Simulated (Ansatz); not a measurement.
Start from WSi₂ (space group I4/mmm, No. 139; a = 3.229 Å, c = 7.870 Å; relaxed with 0.1 eV smearing). Axes: x, y, z lie along a, b, c of the conventional cell.

Method: PBE/PAW in Ansatz (an electronic-structure program), scalar-relativistic without spin-orbit coupling.

For the base:

```
Property           Result
---------------  --------
Volume per atom  13.67 Å³
```

One thing is altered: tensile biaxial strain of 0.50 % in the plane normal to [001], as in epitaxy on a mismatched substrate; the out-of-plane cell vector and the atoms relax.

### Question
How does this affect the volume per atom?

### Answer
The volume per atom grows by 0.113 Å³ to 13.79 Å³.

Whether these cells are dynamically stable was not tested. All final runs are without spin polarisation.
